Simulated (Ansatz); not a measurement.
System: L1₂ (Cu3Au-type) Ni3Fe. Method: r²SCANh (Ansatz, a quantum-chemistry and plane-wave program, PAW).

Numerical settings: plane-wave cutoff 520 eV, 8×8×8 k mesh, Fermi–Dirac smearing 0.05 eV, spin-polarised with parallel moments, scalar-relativistic PAW data made under PBE.

Computed at the level's own relaxed cell.

Q: What does this level give for the equilibrium volume per atom, bulk modulus, lattice parameter a and magnetic moment (largest site, within a sphere)?

A: 
equilibrium volume per atom: 10.95 Å³/atom
bulk modulus: 184 GPa
lattice parameter a: 3.525 Å
magnetic moment (largest site, within a sphere): 3.44 μB

Measured, for comparison: lattice constant a 3.545 Å (temperature not stated, copied from a table, unchecked, not corrected to a static lattice; as tabulated in Mineralogical Magazine 44, 225 (1981)). Computed (rounded) less measured: lattice constant a not scored (unchecked). A static lattice is as a rule a little smaller and stiffer than an uncorrected measurement, which narrows the difference in the lattice constant a and would widen misses of the other sign.

Moments are spin moments.

Cost on a shared machine: about 70 core-minutes (a rough figure).
